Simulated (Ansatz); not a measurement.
# BN, element substitutions

Start from BN in the zinc blende structure (space group F-43m, No. 216; a = 3.6051 Å).

Each row replaces one element on all its sites; cell and atoms are relaxed.

Computed with PBEsol (Ansatz, a first-principles code), no spin-orbit coupling, earlier PAW set.

Before the change:

- Volume per atom = 5.86 Å³

Problem. The aim is a volume per atom between 12.87 Å³ and 13.77 Å³. Which of these changes reaches it?
(A) B → Be
(B) B → Ge
(C) B → Al

Solution. B, B → Ge. It gives 13.19 Å³; B → Al gives 10.48 Å³; B → Be gives 7.58 Å³. Changes not listed may reach it too

Stability against distortions was not tested. As relaxed here, GeN and BeN are hypothetical phases, not in the database extracts checked. All final runs are without spin polarisation. An odd electron count without spin: GeN and BeN. This is not the structure that AlN has at room temperature and ambient pressure.
